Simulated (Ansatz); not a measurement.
Take TiC in the rock salt structure (space group Fm-3m, No. 225; a = 4.261 Å; relaxed with 0.1 eV smearing) as the base.

The values are results of DFT with LDA, PAW potentials and a 420 eV plane-wave cutoff in Ansatz (a first-principles code), without spin-orbit coupling, not measurements.

Strains are applied to the cell and any free atomic positions relax.

One change was made to it. Results:

The pressure goes from zero to -14.9 GPa; the energy goes up by 29 meV/atom; the band gap is still zero.

Which of these changes matches the shifts?
A. isotropic strain +0.50 %
B. isotropic strain +2.00 %
C. isotropic strain +3.00 %
D. isotropic strain −0.50 %
E. isotropic strain −1.00 %

B, isotropic strain +2.00 %. For comparison, the energy relative to the base in the other runs: isotropic strain +3.00 % gives +63 meV/atom; isotropic strain −0.50 % gives +1.9 meV/atom; isotropic strain +0.50 % gives +1.9 meV/atom; isotropic strain −1.00 % gives +7.9 meV/atom.

Stability against distortions was not tested. The final runs are not spin-polarised.
